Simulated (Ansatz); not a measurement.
Take MoTe$_{2}$ (space group P2_1/m, No. 11; layered, stacked along the Cartesian z axis) as the base.

```yaml
crystal:
  lattice:
    - [6.32172, 0.00000, 0.00000]
    - [0.00000, 3.49136, 0.00000]
    - [-0.68778, 0.00000, 14.17376]
  atoms:
    - { symbol: Te, position: [0.56372, 0.75000, 0.35511] }
    - { symbol: Te, position: [0.43628, 0.25000, 0.64489] }
    - { symbol: Te, position: [0.58412, 0.25000, 0.10217] }
    - { symbol: Te, position: [0.41588, 0.75000, 0.89783] }
    - { symbol: Te, position: [0.09286, 0.75000, 0.14504] }
    - { symbol: Te, position: [0.90714, 0.25000, 0.85496] }
    - { symbol: Mo, position: [0.32087, 0.75000, 0.50700] }
    - { symbol: Mo, position: [0.67913, 0.25000, 0.49300] }
    - { symbol: Te, position: [0.06082, 0.25000, 0.39768] }
    - { symbol: Te, position: [0.93918, 0.75000, 0.60232] }
    - { symbol: Mo, position: [0.18070, 0.25000, 0.00741] }
    - { symbol: Mo, position: [0.81930, 0.75000, 0.99259] }
```

All numbers come from r2SCAN+rVV10 (Ansatz, a quantum-chemistry and plane-wave program, PAW, without spin-orbit coupling).

One change was made to it. Results:

The band gap stays zero; the volume per atom shrinks by 3.30 Å³, from 26.07 Å³ to 22.77 Å³.

### Question
Which change produced these results?
A) pressure 7.5 GPa
B) pressure −1 GPa
C) pressure 0.3 GPa
D) pressure 1.5 GPa

### Answer
A, pressure 7.5 GPa. For comparison, the volume per atom in the other runs: pressure 0.3 GPa gives 25.80 Å³; pressure −1 GPa gives 27.33 Å³; pressure 1.5 GPa gives 24.93 Å³.

With Te present, leaving out spin-orbit coupling can change the band edges. Load acts through the strain it causes; cell and atoms are relaxed under it. No phonon test of stability was made. No other phases were tried under pressure. All final runs are without spin polarisation. The zero or small gap of MoTe2 can change with the level of theory.
